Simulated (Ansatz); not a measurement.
# What tensor shear ε_xz = −1.91 % does to Cu

Consider Cu in the fcc (Cu type) structure (space group Fm-3m, No. 225; a = 3.5638 Å). Axes: x, y, z lie along the cube axes.

One thing is altered: a pure shear with ε_xz = ε_zx = -0.0191; the atoms relax in the strained cell.

Calculations: PBEsol (Ansatz, a first-principles code; PAW; 420 eV plane waves; no spin-orbit coupling). Settings: 22×22×22 k-points, 0.05 eV Fermi–Dirac smearing.

* **Volume per atom**: 11.31 Å³ (base 11.32 Å³)
* **Space group**: Immm (No. 71) (base Fm-3m (No. 225))
* **Shortest interatomic distance**: 2.472 Å (base 2.520 Å)
* **Energy relative to the base (free energy F)**: +5.3 meV/atom
* **Pressure (mean of the normal stresses, compression positive)**: 0.3 GPa (base 0.0 GPa)
* **Band gap**: zero (base zero)
* **Stress (xx, yy, zz, yz, xz, xy; compression positive)**: (0.4, 0.0, 0.4, 0.0, 3.8, 0.0) GPa (rough)

Without a gap, meshes like the base's 22×22×22 leave anisotropic stresses uncertain by several tenths of a GPa, and small strain energies with them. No phonon test of stability was made. The final runs are not spin-polarised.
